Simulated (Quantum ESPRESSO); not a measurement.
Troubleshooting Quantum ESPRESSO: a failed run on LaMg14Cd (Amm2, 16 atoms in the cell). The aim is a self-consistent single point with DFT, LDA (PZ), plane waves, GBRV 1.5 ultrasoft (LDA) pseudopotentials.

Cell that was meant: a = 10.3668 Å, b = 6.5750 Å, c = 6.5750 Å, α = 59.81°, β = 90.00°, γ = 90.00°.

Part of the input:

```fortran
ATOMIC_SPECIES
La   138.9055  la_lda_v1.uspp.F.UPF
Mg    24.3050  mg_lda_v1.4.uspp.F.UPF
Cd   112.4140  cd_pbe_v1.uspp.F.UPF
ATOMIC_POSITIONS crystal
La    0.5000000000    0.1680100000    0.1680100000
Mg    0.0000000000    0.1667800000    0.1667800000
```

Output (repeated stretches shortened):

```
           4           1

 %%%%%%%%%%%%%%%%%%%%%%%%%%%%%%%%%%%%%%%%%%%%%%%%%%%%%%%%%%%%%%%%%%%%%%%%%%%%%%
     Error in routine set_dft_from_name (3):
      conflicting values for icorr
 %%%%%%%%%%%%%%%%%%%%%%%%%%%%%%%%%%%%%%%%%%%%%%%%%%%%%%%%%%%%%%%%%%%%%%%%%%%%%%

     stopping ...
```

Task: Read the log: what does the program object to, and what is the fix?

Result: The fault is potentials made for another functional; here the program stops on it instead of giving results. To fix it, use potentials made for the functional of the run. The program stopped before any SCF iteration.

An input that runs soundly differs in these lines (not the only fix; some lines may just follow from the change or write a value another way):
```diff
-Cd   112.4140  cd_pbe_v1.uspp.F.UPF
+Cd   112.4140  cd_lda_v1.uspp.F.UPF
```

With that input, the run converged in 16 iterations: free energy E − TS -26770.5312 eV; Fermi level (on the code's own zero) 5.83 eV; pressure -2.35 GPa; largest force (vector length) 0.120 eV/Å (DFT, LDA (PZ), plane waves, GBRV 1.5 ultrasoft (LDA) pseudopotentials).

On the sound input: the starting cell comes from a database of computed structures (which also holds hypothetical and non-ambient phases and stackings), without a prior relaxation at this level.
